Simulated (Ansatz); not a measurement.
## A computed series for Sc: pressure series

Base system: Sc in the hcp (Mg type) structure (space group P6_3/mmc, No. 194).

```xyz
2
Lattice="3.3194 0.0000 0.0000 -1.6597 2.8747 0.0000 0.0000 0.0000 5.1664" Properties=species:S:1:pos:R:3 pbc="T T T"
Sc     0.0000     1.9165     3.8748
Sc     1.6597     0.9582     1.2916
```

Cell and atoms are relaxed at each pressure.

Levels (all Ansatz, a first-principles code, PAW): PBE (420 eV, no spin-orbit coupling); r2SCAN (500 eV, scalar-relativistic without spin-orbit coupling).

The base cell above is that of PBE; each level relaxes its own structures.

| case | volume per atom, PBE | volume per atom, r2SCAN |
|---|---|---|
| pressure −2 GPa | 25.64 Å³ | 25.90 Å³ |
| pressure −1 GPa | 25.12 Å³ | 25.39 Å³ |
| pressure 0.9 GPa | 24.25 Å³ | 24.53 Å³ |
| pressure 2.1 GPa | 23.77 Å³ | 24.04 Å³ |
| pressure 4.5 GPa | 22.90 Å³ | 23.17 Å³ |
| pressure 9 GPa | 21.57 Å³ | 21.82 Å³ |
| pressure 15 GPa | 20.18 Å³ | 20.40 Å³ |
| pressure 22.5 GPa | 18.83 Å³ | 19.02 Å³ |
| pressure 30 GPa | 17.72 Å³ | 17.93 Å³ |

PBE lies below r2SCAN in every row, by 0.20 Å³ to 0.27 Å³. They put the cases in the same order.

Load acts through the strain it causes; cell and atoms are relaxed under it. No phonon test of stability was made. Competing high-pressure phases were not computed. The final runs are not spin-polarised.
